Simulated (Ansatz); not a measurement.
# Response to strain in hypothetical anti-fluorite Tl2S

Take Tl2S in the anti-fluorite structure (space group Fm-3m, No. 225; a = 7.150 Å; a hypothetical phase, not in the database extracts checked) as the base. Axes: x, y, z lie along the cube axes.

Strains are applied to the cell and any free atomic positions relax; under biaxial strain the out-of-plane vector relaxes too; under stress the whole cell relaxes.

Method: plane-wave PAW DFT at the PBEsol level (Ansatz, a first-principles code, 420 eV), without spin-orbit coupling.

Notes on the quantities. energy relative to the base: free energy F; pressure: mean of the normal stresses, compression positive.

```json
[
 {"change": "base", "energy relative to the base": "0 meV/atom", "volume per atom": "30.46 Å³", "space group": "Fm-3m (No. 225)", "pressure": "0.0 GPa"},
 {"change": "biaxial strain −0.88 %, plane normal [001], relaxed out of plane", "energy relative to the base": "+0.4 meV/atom", "volume per atom": "30.31 Å³", "space group": "I4/mmm (No. 139)", "pressure": "0.2 GPa"},
 {"change": "biaxial strain +1.06 %, plane normal [001], relaxed out of plane", "energy relative to the base": "+0.6 meV/atom", "volume per atom": "30.67 Å³", "space group": "I4/mmm (No. 139)", "pressure": "-0.2 GPa"},
 {"change": "biaxial strain +3.68 %, plane normal [001], relaxed out of plane", "energy relative to the base": "+7.4 meV/atom", "volume per atom": "31.31 Å³", "space group": "I4/mmm (No. 139)", "pressure": "-0.7 GPa"},
 {"change": "biaxial strain −0.67 %, plane normal [110], relaxed out of plane", "energy relative to the base": "0.0 meV/atom", "volume per atom": "30.46 Å³", "space group": "Immm (No. 71)", "pressure": "0.0 GPa"},
 {"change": "uniaxial strain ε_xx = −3.65 %", "energy relative to the base": "+5.0 meV/atom", "volume per atom": "29.35 Å³", "space group": "I4/mmm (No. 139)", "pressure": "1.2 GPa"},
 {"change": "uniaxial strain ε_yy = −3.65 %", "energy relative to the base": "+5.0 meV/atom", "volume per atom": "29.35 Å³", "space group": "I4/mmm (No. 139)", "pressure": "1.2 GPa"},
 {"change": "uniaxial strain ε_yy = −2.19 %", "energy relative to the base": "+1.7 meV/atom", "volume per atom": "29.80 Å³", "space group": "I4/mmm (No. 139)", "pressure": "0.7 GPa"},
 {"change": "uniaxial strain ε_yy = +5.47 %", "energy relative to the base": "+9.5 meV/atom", "volume per atom": "32.13 Å³", "space group": "I4/mmm (No. 139)", "pressure": "-1.4 GPa"},
 {"change": "uniaxial stress, 1 GPa tension along x", "energy relative to the base": "+5.2 meV/atom", "volume per atom": "30.78 Å³", "space group": "I4/mmm (No. 139)", "pressure": "–"}
]
```

The mesh was chosen for an insulator and is coarse for the gapless case. Stability under load was not tested beyond the relaxation. All final runs are without spin polarisation.
